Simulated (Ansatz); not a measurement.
A self-consistent single point of the (101) slab of Sr(NiAs)2 (cut from a parent of space group no. 139; 20 atoms in the cell) with Ansatz (a quantum-chemistry and plane-wave program).

Computed with PBEsol, default PAW files made with PBE (plane waves; Ansatz).

```yaml
crystal:
  lattice:
    - [4.07326, 0.00000, 0.00000]
    - [0.00000, 11.72169, 0.00000]
    - [0.00000, 0.00000, 18.52910]
  atoms:
    - { symbol: Sr, position: [0.00000, 0.03145, 0.39693] }
    - { symbol: Sr, position: [0.50000, 0.53145, 0.39693] }
    - { symbol: Sr, position: [0.00000, 0.91069, 0.60307] }
    - { symbol: Sr, position: [0.50000, 0.41069, 0.60307] }
    - { symbol: Ni, position: [0.50000, 0.25126, 0.44847] }
    - { symbol: Ni, position: [0.00000, 0.31163, 0.34540] }
    - { symbol: Ni, position: [0.00000, 0.75126, 0.44847] }
    - { symbol: Ni, position: [0.50000, 0.81163, 0.34540] }
    - { symbol: Ni, position: [0.50000, 0.13050, 0.65460] }
    - { symbol: Ni, position: [0.00000, 0.19088, 0.55153] }
    - { symbol: Ni, position: [0.00000, 0.63050, 0.65460] }
    - { symbol: Ni, position: [0.50000, 0.69088, 0.55153] }
    - { symbol: As, position: [0.50000, 0.21955, 0.32382] }
    - { symbol: As, position: [0.00000, 0.34334, 0.47006] }
    - { symbol: As, position: [0.00000, 0.71955, 0.32382] }
    - { symbol: As, position: [0.50000, 0.84334, 0.47006] }
    - { symbol: As, position: [0.50000, 0.09880, 0.52994] }
    - { symbol: As, position: [0.00000, 0.22259, 0.67619] }
    - { symbol: As, position: [0.00000, 0.59880, 0.52994] }
    - { symbol: As, position: [0.50000, 0.72259, 0.67619] }
```

Reference input (self-consistent single point, DFT, PBEsol, plane waves, default PAW files made with PBE): basis.ecutwfc = 420 eV; kpoints.mp_grid.grid = 5 2 1; hamiltonian.xc = pbesol; hamiltonian.pseudopotentials = {kind: paw} (the program's default PAW files); scf.occupations.method = cold; scf.occupations.width = 0.2 eV. This run's input differs from it in these lines:

Ansatz 0.2 input:
```diff
@@ -27,3 +27,3 @@
 basis:
-  ecutwfc: 420.0 eV
+  ecutwfc: 630.0 eV
 kpoints:
```

Log, with long lists cut:

```
SCF iter   1: F=—  HF=-98919.837089 eV  |F-HF|=—  |Δ(HF+E_count)|=         —  Δρ=1.06e-2  dr2=6.98e-1  ethr=1.77e-3  ⟨swp⟩=13.7  Hψ=6089  notcnv=0
all-band conjugate gradients solve this SCF's bands
preconditioner: auto → LDOS
SCF iter   2: F=—  HF=-98919.857977 eV  |F-HF|=—  |Δ(HF+E_count)|=   2.09e-2  S|Δr|=    0.00e0  Δρ=1.01e-2  dr2=4.69e-1  ethr=2.30e-4  ⟨swp⟩=2.0  Hψ=2195  notcnv=0  defer=119
   [... lines left out ...]
SCF iter   8: F=—  HF=-98919.755525 eV  |F-HF|=—  |Δ(HF+E_count)|=   2.67e-6  S|Δr|=    0.00e0  Δρ=3.93e-5  dr2=1.13e-5  ethr=1.16e-8  ⟨swp⟩=1.2  Hψ=1013  notcnv=0  defer=78
SCF iter   9: F=—  HF=-98919.755525 eV  |F-HF|=—  |Δ(HF+E_count)|=   3.40e-7  S|Δr|=    0.00e0  Δρ=3.70e-6  dr2=1.21e-7  ethr=3.71e-9  ⟨swp⟩=2.0  Hψ=1144  notcnv=0  defer=78
SCF iter  10: F=-98919.755526 eV  HF=-98919.755526 eV  |F-HF|=5.09e-8  |Δ(HF+E_count)|=   5.81e-7  S|Δr|=    0.00e0  Δρ=2.61e-6  dr2=5.33e-8  ethr=3.29e-11  ⟨swp⟩=13.3  Hψ=5806  notcnv=0
SCF 1 converged in 10 iterations: F = -98919.755526 eV  dr2 = 5.33e-8
Stability not checked (fill_not_monotonic)
the last check of whether an eigenvalue changes by more than its tolerance under the output density was not made (no_room)
Free energy (F): -98919.755526 eV
Internal energy: -98919.626510 eV  (E = F + TS)
E sigma→0 (E₀):  -98919.712520 eV
Entropy (-TS):   -0.129016 eV (-6.451 meV/atom)
Fermi energy:    2.535354 eV
--- Forces (eV/Å), atoms counted from 1 ---
  atom   1  Sr     0.00000000     0.23254279    -0.44077539
  atom   2  Sr     0.00000000     0.23254279    -0.44077539
   [... lines left out ...]
  atom  20  As    -0.00000000    -0.58209559    -0.01052450
--- Stress (GPa, compression-positive) ---
       -2.801325      -0.000000       0.000000
       -0.000000      -2.673149       0.234617
        0.000000       0.234617      -1.274634
  P = ⅓ Tr σ = -2.2497 GPa (-22.497 kbar)
  The stress holds the Pulay correction. Without it, at fixed plane waves, as pw.x and ABINIT print it: P = -2.2534 GPa
```

The run converged in 10 iterations. Against the reference run the free energy drops by 1.2 meV/atom and the largest force stays at 1.413 eV/Å.

The starting cell comes from a database of computed structures (which also holds hypothetical and non-ambient phases and stackings), without a prior relaxation at this level. The slab is cut from that crystal, and its faces are unrelaxed. Spin polarisation is off, so a magnetic state, if there is one, cannot be reached. Forces in this geometry exceed 1 eV/Å.

Cost on one core of a shared machine: roughly 4 min.
